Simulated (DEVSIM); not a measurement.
System: Ru/AlN/n-Ge capacitor, at 300 K.

```csv
layer (left to right),material,thickness (nm),Nd (cm⁻³)
1,AlN,26.0,-
2,Ge,4100,2.1e16
```

Metal gate on the left, work function 4.7 eV. Fixed charge at the semiconductor interface 0 cm⁻² (in units of +e); no interface traps.

This is a model device: material constants are rounded textbook-type values typed into the input, and sizes, dopings and lifetimes were drawn at random. Values at 300 K.

| parameter | AlN | Ge |
|---|---|---|
| gap (eV) | 6.1 | 0.664 |
| affinity (eV) | 1.9 | 4 |
| permittivity | 8.5 | 16 |
| Nc (cm⁻³) | - | 1.04e19 |
| Nv (cm⁻³) | - | 6e18 |

Model (solved in DEVSIM): 1D Poisson equation in equilibrium, Boltzmann statistics, complete ionisation; no quantum confinement or tunnelling. Metal contacts follow the ideal Schottky-Mott rule: no Fermi-level pinning, no interface dipoles.

The AlN thickness was swept, all else fixed.

| AlN thickness (μm) | minimum of the low-frequency capacitance (μF/cm²) | capacitance of the dielectric stack (μF/cm²) | threshold voltage (band bending 2φF) (V) |
|---|---|---|---|
| 0.01 | [?] | 0.753 | [?] |
| 0.014 | 0.0857 | 0.538 | 0.07 |
| 0.018 | 0.0819 | 0.418 | 0.04 |
| 0.022 | 0.0784 | 0.342 | 0.01 |
| 0.026 | 0.0754 | 0.289 | -0.02 |
| 0.031 | 0.0715 | 0.243 | -0.06 |

Task: Some entries are withheld; supply them.

Result: 
- 0.01, minimum of the low-frequency capacitance (μF/cm²): 0.0896
- 0.01, threshold voltage (band bending 2φF) (V): 0.10
